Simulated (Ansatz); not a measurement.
KCl: response to strain

Take KCl in the rock salt structure (space group Fm-3m, No. 225; a = 6.2427 Å) as the base.

Strains are applied to the cell and any free atomic positions relax.

Calculations: Kohn–Sham DFT with the PBEsol functional, run in Ansatz (an electronic-structure program) with PAW and 420 eV plane waves, without spin-orbit coupling.

Candidates:
(a) isotropic strain −0.50 %
(b) isotropic strain +2.00 %
(c) isotropic strain −1.50 %
(d) isotropic strain +1.00 %

For the base:

```
Quantity    Value
--------  -------
Band gap  5.10 eV
```

Problem. Order them by band gap, lowest first.

Solution. (b) isotropic strain +2.00 % (4.92 eV), (d) isotropic strain +1.00 % (5.01 eV), (a) isotropic strain −0.50 % (5.15 eV), (c) isotropic strain −1.50 % (5.26 eV)

Whether these cells are dynamically stable was not tested.
